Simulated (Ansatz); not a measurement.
The reference is MoSi2 (space group I4/mmm, No. 139; a = 3.2168 Å, c = 7.8746 Å; relaxed with 0.1 eV smearing). Axes: x, y, z lie along a, b, c of the conventional cell.

Method: PBE in Ansatz (plane waves to 420 eV, PAW, no spin-orbit coupling).

Modification: the cell is scaled by 0.9700 in all directions, atoms relaxed at fixed cell.

### Question
Predict the stress tensor and what it implies for the stiffness.

### Answer
Stress of the strained cell less that of the base (GPa, compression positive):
```
   21.9     0.0     0.0
    0.0    21.9     0.0
    0.0     0.0    25.1
```

Then B = −ΔP/(ΔV/V₀) with ΔV/V₀ = -0.0873 gives secant stiffness values (nonlinear terms included at this strain): B (at held cell shape, above the free-shape value) ≈ 263 GPa.

As a check, the harmonic strain energy −½ V₀ Δσ:ε is 88 meV/atom; the computed energy rise is 78 meV/atom.

Stability against distortions was not tested. The final runs are not spin-polarised.

Ansatz is a first-principles code.
